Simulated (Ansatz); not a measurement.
Consider Al in the fcc (Cu type) structure (space group Fm-3m, No. 225; a = 3.992 Å; relaxed with 0.1 eV smearing). Axes: x, y, z lie along the cube axes.

Structures relaxed with Ansatz (a first-principles code) r2SCAN, no spin-orbit coupling, earlier PAW set.

Base:

Simulated powder pattern, Cu Kα1, λ = 1.54056 Å (kinematic, ideal powder, no thermal factors, no anomalous dispersion; the 8 strongest lines at most, above 2 %, up to 2θ = 90°):

| 2θ (°) | I/Imax (%) | hkl |
|---|---|---|
| 39.05 | 100 | (111) |
| 45.40 | 48 | (200) |
| 66.15 | 30 | (220) |
| 79.57 | 35 | (311) |
| 83.88 | 10 | (222) |

After one change:

Simulated powder pattern, Cu Kα1, λ = 1.54056 Å (kinematic, ideal powder, no thermal factors, no anomalous dispersion; the 8 strongest lines at most, above 2 %, up to 2θ = 90°):

```
2θ (°)  I/Imax (%)
------  ----------
38.93          100
44.95           33
45.86           15
65.45           10
66.17           20
78.85           24
80.17           11
83.58           10
```

**Question.** What was done to the base?
A. isotropic strain +5.94 %
B. isotropic strain −1.57 %
C. biaxial strain +0.94 %, plane normal [001], relaxed out of plane
D. biaxial strain −1.92 %, plane normal [001], relaxed out of plane

**Answer.** C, biaxial strain +0.94 %, plane normal [001], relaxed out of plane. Its volume per atom is 16.05 Å³ against 15.91 Å³, and its space group is I4/mmm (No. 139).

Stability against distortions was not tested.
